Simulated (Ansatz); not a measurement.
Levels about the gap of amorphous Bi$_{8}$In$_{16}$O$_{36}$ (60 atoms in a cell of 931 Å³, 7.29 g/cm³; zone centre alone, so wide bands show as single levels with stretches between that a denser mesh fills), at the geometry that PBE relaxed, where it gives 0.0 GPa on a denser mesh. Exact exchange is cut at the faces of this small cell, which leaves a finite-size error. The participation number counts the atoms over which a state spreads; weights are charges in smoothed Voronoi cells. The levels come from a single point, so bond lengths are those of that geometry. Method of the levels: HSE06, scalar-relativistic without spin-orbit coupling (Ansatz, a program for electronic structure). Sampling: the zone centre alone; Fermi-Dirac width 0.02 eV; no spin polarisation.

Preparation: random packing, a CHGNet melt and quench, and a DFT relaxation. O atoms were pushed apart under 1.9 Å during the dynamics, to hinder bonds among them. The hot cell started wider than the set density and was brought back towards it in steps. It is the lowest in DFT energy of 2 quenches. It is a model cell: composition and starting density were chosen by hand, and all elements were melted together. No dispersion term was used. Its density started from a set value of 7.61 and ended at 7.29 g/cm³. The quench (nominally 230 K/ps over its main leg) was far faster than any real one, so the model tends to hold more defects than a real film. One small periodic cell is one sample of the glass; other quenches scatter about these values. The volume was free in the relaxation, at fixed shape. Stress components on the final sampling reach 1.1 GPa.

```tsv
E - E(highest filled), eV	filling	participation number	largest on	weight O	weight Bi	weight In
-0.57	filled	20.5	O, 3 neighbours	0.85	0.11	0.04
-0.55	filled	21.9	O, 3 neighbours	0.85	0.12	0.04
-0.35	filled	23.2	O, 3 neighbours	0.79	0.18	0.04
-0.19	filled	20.5	O, 3 neighbours	0.78	0.18	0.03
-0.12	filled	19.9	O, 3 neighbours	0.79	0.18	0.03
-0.06	filled	13.1	O, 4 neighbours	0.79	0.18	0.02
0.00	filled	15.8	O, 4 neighbours	0.80	0.18	0.02
3.21	empty	46.5	In, 4 neighbours	0.55	0.14	0.31
3.79	empty	25.7	Bi, 4 neighbours	0.53	0.31	0.16
3.98	empty	24.7	Bi, 4 neighbours	0.50	0.34	0.16
4.15	empty	32.8	In, 4 neighbours	0.55	0.22	0.23
4.23	empty	31.3	Bi, 4 neighbours	0.52	0.32	0.16
4.39	empty	30.2	Bi, 4 neighbours	0.52	0.30	0.18
4.51	empty	29.6	Bi, 6 neighbours	0.57	0.21	0.23
```

Most localised among these is the filled level at -0.06 eV, on a O atom, which has 4 neighbours (In 2.11 Å, In 2.34 Å, In 2.34 Å, Bi 2.45 Å).
